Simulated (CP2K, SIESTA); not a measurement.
A CP2K input for a self-consistent single point of CaCo2Si2 (I4/mmm, 5 atoms in the cell) (DFT PBEsol, GPW, DZVP-MOLOPT-SR-GTH basis, GTH-PBE potentials (GTH_POTENTIALS)):

```
&GLOBAL
  PROJECT run
  RUN_TYPE ENERGY_FORCE
  PRINT_LEVEL LOW
&END GLOBAL
&FORCE_EVAL
  METHOD Quickstep
  STRESS_TENSOR ANALYTICAL
  &DFT
    BASIS_SET_FILE_NAME BASIS_MOLOPT
    POTENTIAL_FILE_NAME GTH_POTENTIALS
    &QS
      METHOD GPW
      EPS_DEFAULT 1E-10
    &END QS
    &MGRID
      CUTOFF 600
      REL_CUTOFF 50
      NGRIDS 5
    &END MGRID
    &SCF
      SCF_GUESS ATOMIC
      EPS_SCF 1E-6
      MAX_SCF 100
      ADDED_MOS 9
      &DIAGONALIZATION
        ALGORITHM STANDARD
      &END DIAGONALIZATION
      &MIXING
        METHOD BROYDEN_MIXING
        ALPHA 0.2
        NBUFFER 12
        BETA 1
      &END MIXING
      &SMEAR ON
        METHOD FERMI_DIRAC
        ELECTRONIC_TEMPERATURE [K] 1160.45
      &END SMEAR
    &END SCF
    &KPOINTS
      SCHEME MONKHORST-PACK 8 8 8
      GAMMA_CENTERED T
    &END KPOINTS
    &XC
      &XC_FUNCTIONAL
        &PBE
          PARAMETRIZATION PBESOL
        &END PBE
      &END XC_FUNCTIONAL
    &END XC
    &PRINT
      &MO
        EIGENVALUES T
        OCCUPATION_NUMBERS T
        NDIGITS 8
        FILENAME mo
        &EACH
          QS_SCF 0
        &END EACH
        ADD_LAST NUMERIC
      &END MO
      &MULLIKEN OFF
      &END MULLIKEN
    &END PRINT
  &END DFT
  &SUBSYS
    &CELL
      ABC 5.64410100 5.64410018 5.64410120
      ALPHA_BETA_GAMMA 139.91242374 139.91242381 57.98629784
      PERIODIC XYZ
    &END CELL
    &COORD
      SCALED
      Ca       0.00000000     0.00000000     0.00000000
      Co       0.25000000     0.75000000     0.50000000
      Co       0.75000000     0.25000000     0.50000000
      Si       0.63375000     0.63375000     0.00000000
      Si       0.36625000     0.36625000     0.00000000
    &END COORD
    &KIND Ca
      BASIS_SET DZVP-MOLOPT-SR-GTH-q10
      POTENTIAL GTH-PBE-q10
    &END KIND
    &KIND Co
      BASIS_SET DZVP-MOLOPT-SR-GTH-q17
      POTENTIAL GTH-PBE-q17
    &END KIND
    &KIND Si
      BASIS_SET DZVP-MOLOPT-SR-GTH-q4
      POTENTIAL GTH-PBE-q4
    &END KIND
  &END SUBSYS
  &PRINT
    &FORCES ON
    &END FORCES
    &STRESS_TENSOR ON
    &END STRESS_TENSOR
  &END PRINT
&END FORCE_EVAL
```

Task: Give the SIESTA input for the same structure, mesh, smearing and functional.

Result: One input that does it (others would too):

```
# files in the folder: Ca.psml Co.psml Si.psml (PseudoDojo PBEsol standard)
SystemName  Ca(CoSi)2
SystemLabel ca(cosi)2

NumberOfAtoms                5
NumberOfSpecies              3
%block ChemicalSpeciesLabel
  1 20 Ca
  2 27 Co
  3 14 Si
%endblock ChemicalSpeciesLabel
LatticeConstant              1.0 Ang
%block LatticeVectors
    -1.934449000    1.934449000    4.936769000
     1.934449000   -1.934449000    4.936769000
     1.934449000    1.934449000   -4.936769000
%endblock LatticeVectors
AtomicCoordinatesFormat      Ang
%block AtomicCoordinatesAndAtomicSpecies
     0.000000000    0.000000000    0.000000000  1
     1.934449000    0.000000000    2.468384500  2
    -0.000000000    1.934449000    2.468384500  2
    -0.000000000    0.000000000    6.257354708  3
    -0.000000000    0.000000000    3.616183293  3
%endblock AtomicCoordinatesAndAtomicSpecies

XC.functional                GGA
XC.authors                   PBEsol
PAO.BasisSize                DZP
PAO.EnergyShift              0.005 Ry
MeshCutoff                   400 Ry
%block kgrid.MonkhorstPack
    8   0   0  0.0
    0   8   0  0.0
    0   0   8  0.0
%endblock kgrid.MonkhorstPack
OccupationFunction           FD
ElectronicTemperature        100.0 meV

MaxSCFIterations             150
SCF.Mixer.Method             Broyden
SCF.Mixer.Weight             0.1
SCF.Mixer.History            8
SCF.DM.Tolerance             1.0E-04
Diag.ParallelOverK           true
WriteForces                  true
Charge.Mulliken              end
```

Basis settings and potentials, where a program has them, do not carry over. This input uses DFT, GGA PBEsol, numerical atomic orbitals DZP, PseudoDojo PBEsol standard norm-conserving potentials (rewritten from UPF to PSML).

The starting cell comes from a database of computed structures (which also holds hypothetical and non-ambient phases and stackings), without a prior relaxation at this level. Its lattice was rescaled by a random factor within 2.5 % of one.
